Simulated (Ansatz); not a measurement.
InBi (model structure, started from the zincblende type, F-43m, No. 216, 2 atoms in the cell)

Level of theory: PBEsol (Ansatz, a quantum-chemistry and plane-wave program, plane waves, PAW).

Numerical settings: plane-wave cutoff 500 eV, 14×14×14 k mesh, Fermi–Dirac smearing 0.1 eV, scalar-relativistic PAW data made under PBE.

Cell (relaxed at this level):

```
BiIn
1.0
    0.00000     3.36074     3.36074
    3.36074     0.00000     3.36074
    3.36074     3.36074     0.00000
Bi In
1 1
Direct
  0.25000   0.25000   0.25000
  0.00000   0.00000   0.00000
```

```json
{
  "band_gap": "zero (no gap)"
}
```

Note: the relaxation could raise the start's symmetry but not lower it, so the cell can be a saddle point.

Spin–orbit coupling is not included; it can shift volumes and moduli of such heavy elements.

Computed values are for the static lattice.

It cost around 110 core-seconds (rough) of CPU time.

A model structure was made by putting elements into a prototype or built by hand; it is no filed structure, need not be a known phase, and can be a saddle point held by its symmetry.
